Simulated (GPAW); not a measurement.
## Input and output of a self-consistent single point for Li4VNi3O8 (R3m, 16 atoms in the cell) (GPAW)

Method of the run: PBEsol, GPAW PAW datasets PBEsol (made by gpaw-setup) (plane waves; GPAW 25.7.0).

Input:

```python
from ase import Atoms
from ase.units import GPa
from gpaw import GPAW

atoms = Atoms(['Li', 'Li', 'Li', 'Li', 'V', 'Ni', 'Ni', 'Ni', 'O', 'O', 'O', 'O', 'O', 'O', 'O', 'O'],
              cell=[[2.902366, 1.675682, 4.742235],
                    [-2.902366, 1.675682, 4.742235],
                    [0.000000, -3.351364, 4.742235]],
              scaled_positions=[[0.496060, 0.496060, 0.496060],
                                [0.993555, 0.993555, 0.501070],
                                [0.501070, 0.993555, 0.993555],
                                [0.993555, 0.501070, 0.993555],
                                [0.999997, 0.999997, 0.999997],
                                [0.499995, 0.499995, 0.000000],
                                [0.000000, 0.499995, 0.499995],
                                [0.499995, 0.000000, 0.499995],
                                [0.258297, 0.258297, 0.258297],
                                [0.763090, 0.763090, 0.234250],
                                [0.234250, 0.763090, 0.763090],
                                [0.763090, 0.234250, 0.763090],
                                [0.741703, 0.741703, 0.741703],
                                [0.236895, 0.236895, 0.765750],
                                [0.765750, 0.236895, 0.236895],
                                [0.236895, 0.765750, 0.236895]],
              pbc=True)

atoms.set_initial_magnetic_moments([0.0, 0.0, 0.0, 0.0, 2.0, 2.0, 2.0, 2.0, 0.0, 0.0, 0.0, 0.0, 0.0, 0.0, 0.0, 0.0])

calc = GPAW(spinpol=True,
            mode={'name': 'pw', 'ecut': 900},
            xc='PBEsol',
            kpts={'size': (4, 4, 4), 'gamma': True},
            occupations={'name': 'marzari-vanderbilt', 'width': 0.136},
            nbands=-20,
            convergence={'density': 1e-05, 'energy': 1e-05},
            symmetry={'symmorphic': False, 'tolerance': 0.0005},
            maxiter=100,
            txt='-')

atoms.calc = calc

energy = atoms.get_potential_energy()
print('Energy (eV):', round(energy, 6))
forces = atoms.get_forces()
print('Forces (eV/Ang):')
print(forces.round(5))
stress = atoms.get_stress()
print('Stress (GPa, Voigt):', (stress / GPa).round(4))
```

Output (repeated stretches shortened):

```
Input parameters:
  convergence: {density: 1e-05,
                energy: 1e-05}
  kpts: {gamma: True,
         size: (4, 4, 4)}
  maxiter: 100
  mode: {ecut: 900,
         name: pw}
  nbands: -20
  occupations: {name: marzari-vanderbilt,
                width: 0.136}
  spinpol: True
  symmetry: {symmorphic: False,
             tolerance: 0.0005}
  xc: PBEsol

species:
  Li:
    name: Lithium
    Z: 3.0
    valence: 1
    core: 2
    charge: 0.0
    file: Li.PBEsol.gz

    # Using partial waves for Li as LCAO basis

  V:
    name: Vanadium
    Z: 23.0
    valence: 13
    core: 10
    charge: 0.0
    file: V.PBEsol.gz

    # Using partial waves for V as LCAO basis

  Ni:
    name: Nickel
    Z: 28.0
    valence: 16
    core: 12
    charge: 0.0
    file: Ni.PBEsol.gz

    # Using partial waves for Ni as LCAO basis

  O:
    name: Oxygen
    Z: 8.0
    valence: 6
    core: 2
    charge: 0.0
    file: O.PBEsol.gz

    # Using partial waves for O as LCAO basis

Reference energy: -166866.384016  # eV

Spin-polarized calculation.
Initial magnetic moment: 8.000000

Convergence criteria:
 Maximum [total energy] change in last 3 cyles: 1e-05 eV / valence electron
 Maximum integral of absolute [dens]ity change: 1e-05 electrons / valence electron
 Maximum integral of absolute [eigenst]ate change: 4e-08 eV^2 / valence electron
 Maximum number of scf [iter]ations: 100

Symmetries present (total): 6
Symmetries with fractional translations: 0
64 k-points: 4 x 4 x 4 Monkhorst-Pack grid + [1/8,1/8,1/8]
13 k-points in the irreducible part of the Brillouin zone
       k-points in crystal coordinates                weights
   0:     0.00000000    0.00000000    0.00000000          1/64
   1:     0.25000000    0.00000000   -0.25000000          6/64
   2:     0.25000000    0.00000000    0.00000000          6/64
   3:     0.25000000    0.25000000   -0.25000000          6/64
   [... lines left out ...]
   5 Ni     0.000000    1.675665    4.742188    ( 0.0000,  0.0000,  2.0000)
   6 Ni    -1.451168   -0.837833    4.742188    ( 0.0000,  0.0000,  2.0000)
   7 Ni     1.451168   -0.837833    4.742188    ( 0.0000,  0.0000,  2.0000)
   8 O      0.000000    0.000000    3.674715    ( 0.0000,  0.0000,  0.0000)
   9 O     -0.000000    1.772335    8.348373    ( 0.0000,  0.0000,  0.0000)
  10 O     -1.534887   -0.886168    8.348373    ( 0.0000,  0.0000,  0.0000)
  11 O      1.534887   -0.886168    8.348373    ( 0.0000,  0.0000,  0.0000)
  12 O      0.000000    0.000000   10.551990    ( 0.0000,  0.0000,  0.0000)
  13 O      0.000000   -1.772386    5.878190    ( 0.0000,  0.0000,  0.0000)
  14 O      1.534931    0.886193    5.878190    ( 0.0000,  0.0000,  0.0000)
  15 O     -1.534931    0.886193    5.878190    ( 0.0000,  0.0000,  0.0000)

Unit cell:
           periodic     x           y           z      points  spacing
  1. axis:    yes    2.902366    1.675682    4.742235    42     0.1129
  2. axis:    yes   -2.902366    1.675682    4.742235    42     0.1129
  3. axis:    yes    0.000000   -3.351364    4.742235    42     0.1129

  Lengths:   5.806930   5.806930   5.806930
  Angles:   59.974969  59.974969  59.974964

Effective grid spacing dv^(1/3) = 0.1232
     iter     time        total  log10-change:  magmom
                         energy   eigst   dens
iter:   1 --:--:--  -117.996149                   +8.0150
iter:   2 --:--:--  -115.260610   -0.56  -1.07    +7.3154
iter:   3 --:--:--  -111.478128   -0.58  -1.13    +6.9614
iter:   4 --:--:--  -109.549744   -1.98  -1.34    +6.4784
iter:   5 --:--:--  -110.852263   -1.92  -1.44    +5.4555
iter:   6 --:--:--  -112.969418   -1.80  -1.39    +5.0093
   [... 10 lines left out ...]
iter:  17 --:--:--  -109.413075   -4.82  -2.57    +5.0020
iter:  18 --:--:--  -109.429508   -3.83  -2.59    +4.9896
iter:  19 --:--:--  -109.445842   -3.84  -2.63    +4.9709
iter:  20 --:--:--  -109.440209   -4.47  -2.64    +4.9834
iter:  21 --:--:--  -109.440866   -4.93  -2.68    +4.9953
iter:  22 --:--:--  -109.440734c  -5.39  -2.67    +4.9935
iter:  23 --:--:--  -109.442202   -5.38  -2.68    +4.9943
iter:  24 --:--:--  -109.439935   -5.09  -2.66    +4.9943
iter:  25 --:--:--  -109.438231   -5.15  -2.69    +4.9946
iter:  26 --:--:--  -109.436752   -5.11  -2.69    +4.9952
   [... lines left out ...]
iter:  46 --:--:--  -109.433262c  -7.19  -4.09    +4.9943
iter:  47 --:--:--  -109.433242c  -6.76  -4.26    +4.9943
iter:  48 --:--:--  -109.433240c  -7.68c -4.38    +4.9943
iter:  49 --:--:--  -109.433239c  -8.66c -4.51    +4.9943
iter:  50 --:--:--  -109.433243c  -7.75c -4.53    +4.9943
iter:  51 --:--:--  -109.433242c  -7.77c -4.73    +4.9944
iter:  52 --:--:--  -109.433248c  -8.09c -4.84    +4.9945
iter:  53 --:--:--  -109.433257c  -7.46c -4.79    +4.9944
iter:  54 --:--:--  -109.433257c  -7.82c -4.51    +4.9943
iter:  55 --:--:--  -109.433256c  -8.23c -4.45    +4.9943
iter:  56 --:--:--  -109.433254c  -8.93c -4.48    +4.9943
iter:  57 --:--:--  -109.433255c  -9.70c -4.50    +4.9943
iter:  58 --:--:--  -109.433250c  -8.23c -4.49    +4.9943
iter:  59 --:--:--  -109.433246c  -7.83c -4.67    +4.9943
iter:  60 --:--:--  -109.433247c  -8.79c -4.88    +4.9943
iter:  61 --:--:--  -109.433249c  -7.17  -4.91    +4.9943
iter:  62 --:--:--  -109.433251c  -8.24c -4.96    +4.9943
iter:  63 --:--:--  -109.433251c  -8.30c -5.23c   +4.9943
Converged after 63 iterations.

Dipole moment: (-0.000000, -0.000000, 1.197567) |e|*Ang

Total magnetic moment: (0.000000, 0.000000, 4.994281)
Local magnetic moments:
   0 Li ( 0.000000,  0.000000, -0.003351)
   1 Li ( 0.000000,  0.000000,  0.013717)
   2 Li ( 0.000000,  0.000000,  0.013717)
   3 Li ( 0.000000,  0.000000,  0.013717)
   4 V  ( 0.000000,  0.000000,  0.469797)
   5 Ni ( 0.000000,  0.000000,  1.175390)
   6 Ni ( 0.000000,  0.000000,  1.175390)
   7 Ni ( 0.000000,  0.000000,  1.175390)
   8 O  ( 0.000000,  0.000000,  0.068158)
   9 O  ( 0.000000,  0.000000,  0.084750)
  10 O  ( 0.000000,  0.000000,  0.084750)
  11 O  ( 0.000000,  0.000000,  0.084750)
  12 O  ( 0.000000,  0.000000,  0.067153)
  13 O  ( 0.000000,  0.000000,  0.083856)
  14 O  ( 0.000000,  0.000000,  0.083856)
  15 O  ( 0.000000,  0.000000,  0.083856)

Energy contributions relative to reference atoms: (reference = -166866.384016)

Kinetic:        +97.790591
Potential:      -99.477723
External:        +0.000000
XC:            -109.791721
Entropy (-ST):   +0.011718
Local:           +2.033883
SIC:             +0.000000
--------------------------
Free energy:   -109.433251
Extrapolated:  -109.433251

Spin contamination: 0.063667 electrons
Showing only first 2 kpts
                      Up                     Down
 Kpt  Band  Eigenvalues  Occupancy  Eigenvalues  Occupancy
  0    54      5.34140    1.01631      6.26586    0.00000
  0    55      5.34162    1.01639      6.26602    0.00000
  0    56      5.50860    1.05863      6.41631    0.00000
  0    57      5.75477    0.08304      7.18849    0.00000

  1    54      5.14453    1.00002      6.45662    0.00000
  1    55      5.26016    1.00180      6.47896    0.00000
  1    56      5.30109    1.00603      6.65709    0.00000
  1    57      5.40018    1.04785      6.73958    0.00000

Fermi level: 5.66222

No gap
No difference between direct/indirect transitions
Energy (eV): -109.433251

Forces in eV/Ang:
  0 Li    0.00000   -0.00000    0.16234
  1 Li    0.00000    0.05117    0.22489
  2 Li   -0.04432   -0.02559    0.22489
  3 Li    0.04432   -0.02559    0.22489
  4 V     0.00000    0.00000   -0.28734
  5 Ni    0.00000   -0.06277   -0.22425
  6 Ni    0.05436    0.03138   -0.22425
  7 Ni   -0.05436    0.03138   -0.22425
  8 O     0.00000    0.00000    1.05276
  9 O    -0.00000    0.07839    0.71959
 10 O    -0.06789   -0.03920    0.71959
 11 O     0.06789   -0.03920    0.71959
 12 O     0.00000    0.00000   -0.96201
 13 O     0.00000   -0.02159   -0.70866
 14 O     0.01870    0.01080   -0.70866
 15 O    -0.01870    0.01080   -0.70866

Stress tensor:
     0.035175    -0.000000     0.000000
    -0.000000     0.035174     0.000000
     0.000000     0.000000     0.036736
Stress (GPa, Voigt): [ 5.6356  5.6356  5.8857  0.      0.     -0.    ]
```

The run converged in 63 iterations. GPAW prints stress with tension positive.

At such cutoffs GPAW's stress carries a finite-basis (Pulay) error, which enters relaxed cells too; its log prints stress with tension positive.

The starting cell comes from a database of computed structures (which also holds hypothetical and non-ambient phases and stackings), without a prior relaxation at this level. Its lattice was rescaled by a random factor within 2.5 % of one. The magnetic order is the one reached from the typed start; others were not searched systematically. Forces in this geometry exceed 1 eV/Å.

Cost on one core of a shared machine: roughly 20 min.
